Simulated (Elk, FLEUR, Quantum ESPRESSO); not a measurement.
# CeAsPd (P6_3/mmc, 6 atoms in the cell) computed with different codes at matched settings

Self-consistent single point.

```xyz
6
Lattice="4.4486 0.0000 0.0000 -2.2243 3.8526 0.0000 0.0000 0.0000 8.0074" Properties=species:S:1:pos:R:3 pbc="T T T"
Ce     0.0000     0.0000     4.0037
Ce     0.0000     0.0000     0.0000
As     2.2243     1.2842     2.0018
As     0.0000     2.5684     6.0055
Pd     0.0000     2.5684     2.0018
Pd     2.2243     1.2842     6.0055
```
Moments meant for the start (each program seeds them in its own way; μB, in the order of the atoms Ce Ce As As Pd Pd): 1.0 1.0 0.0 0.0 0.0 0.0.

All programs got the same cell, k-point mesh and kind of occupations, and the same starting moments (in Quantum ESPRESSO's words: occupations = smearing; smearing = gauss; degauss = 0.0036749 Ry; nspin = 2; K_POINTS = automatic 4 4 2 0 0 0); potentials, basis and cutoffs are each program's usual ones.

```json
[
 {"code": "Quantum ESPRESSO", "model": "PBEsol, SSSP 1.1.2 efficiency (PBE) pseudopotentials", "size of the net moment (μB/atom)": "0.35", "cutoff": "60 Ry"},
 {"code": "Elk", "model": "PBEsol, all-electron FP-LAPW, Elk's shipped species files, APW+lo basis with extra local orbitals", "size of the net moment (μB/atom)": "0.34", "cutoff": "rgkmax 7.5"},
 {"code": "FLEUR", "model": "PBEsol, all-electron FLAPW (FLEUR), scalar-relativistic valence", "size of the net moment (μB/atom)": "0.34", "cutoff": "Kmax 3.8 1/bohr"}
]
```

The spread over the programs that give each value: size of the net moment within 0.01 μB/atom.

The starting cell comes from a database of computed structures (which also holds hypothetical and non-ambient phases and stackings), without a prior relaxation at this level. Its lattice was rescaled by a random factor within 2.5 % of one. On Quantum ESPRESSO's run: Spin-orbit coupling is off. The magnetic order is the one reached from the typed start; others were not searched systematically. With U or open f shells several self-consistent states can exist. The f electrons are in the valence without U or exact exchange, which can misplace them near the Fermi level. Spin-orbit terms, which matter for f shells, are left out. In the base run, with a pressure of about -9 GPa the cell is away from its equilibrium volume at this level. Without a gap this mesh is coarse (it stands for a supercell whose shortest vector is 16 Å).

Problem. Why do the programs differ, and what cannot be compared?

Solution. Differences of this kind can come from the potentials, where these differ, and from what each basis and cutoff leave unconverged. The valence holds different numbers of electrons (Quantum ESPRESSO 70, FLEUR 86). The zero of total energies and Fermi levels follows the potentials and each program's conventions, so they are not compared here. Elk and FLEUR treat all electrons, but the usual bases taken here (sphere radii, linearisation, local orbitals, empty states) were not tested for convergence, so the values are no reference for the others. Site moments depend on each program's spheres or projections; the total moment of the cell does not.

The shared mesh is coarse (it stands for a supercell whose shortest vector is 16 Å), so the values are not converged in it.

Left out of this page: Ansatz (with a known weakness of the program).
